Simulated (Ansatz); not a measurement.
**Pressure series in TiZnO3**

Take TiZnO3 (space group R-3, No. 148; a cell from a computed database, its experimental status unchecked) as the base.

```
TiZnO3
1.0
    2.53037     1.46091     4.60759
   -2.53037     1.46091     4.60759
    0.00000    -2.92182     4.60759
Ti Zn O
2 2 6
Cartesian
  0.00000   0.00000  11.80481
  0.00000   0.00000   2.01796
  0.00000   0.00000   8.83746
  0.00000   0.00000   4.98531
 -0.85260  -1.62311   8.00561
  0.85260   1.62311   5.81717
 -0.97935   1.54993   8.00561
  0.97935  -1.54993   5.81717
  1.83196   0.07318   8.00561
 -1.83196  -0.07318   5.81717
```

Cell and atoms are relaxed at each pressure.

Calculations: PBEsol (Ansatz, a first-principles code), no spin-orbit coupling.

```
P (GPa)  V (Å³/atom)
-------  -----------
-2.00         10.333
-1.00         10.275
0.30          10.203
0.70          10.181
1.50          10.139
3.00          10.062
5.00           9.964
7.50           9.848
10.00          9.739
```

A third-order Birch–Murnaghan fit to these points gives V₀ = 10.22 Å³/atom, B₀ = 186 GPa and B₀′ = 4.5. At pressure 10 GPa the volume is 95.3 % of V₀.

Load acts through the strain it causes; cell and atoms are relaxed under it. No phonon test of stability was made. Competing high-pressure phases were not computed. The final runs are not spin-polarised.
